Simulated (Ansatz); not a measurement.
**Al under a change: isotropic strain +1.00 %**

Consider Al in the fcc (Cu type) structure (space group Fm-3m, No. 225; a = 4.041 Å; relaxed with 0.1 eV smearing).

The change: the cell is scaled by 1.0100 in all directions, atoms relaxed at fixed cell.

All numbers come from Ansatz (a program for electronic structure) PBE, no spin-orbit coupling. Settings: 28×28×28 k-points, 0.1 eV Fermi–Dirac smearing.

The volume per atom goes up by 0.50 Å³, from 16.50 Å³ to 17.00 Å³ and the space group stays Fm-3m (No. 225). The shortest interatomic distance goes up by 0.0286 Å to 2.886 Å and the energy rises by 3.5 meV/atom. The pressure goes from zero to -2.2 GPa and the band gap stays zero.

Final structure:

```
Al
1.0
    0.00000     2.04083     2.04083
    2.04083     0.00000     2.04083
    2.04083     2.04083     0.00000
Al
1
Direct
  0.00000   0.00000   0.00000
```

No phonon test of stability was made.
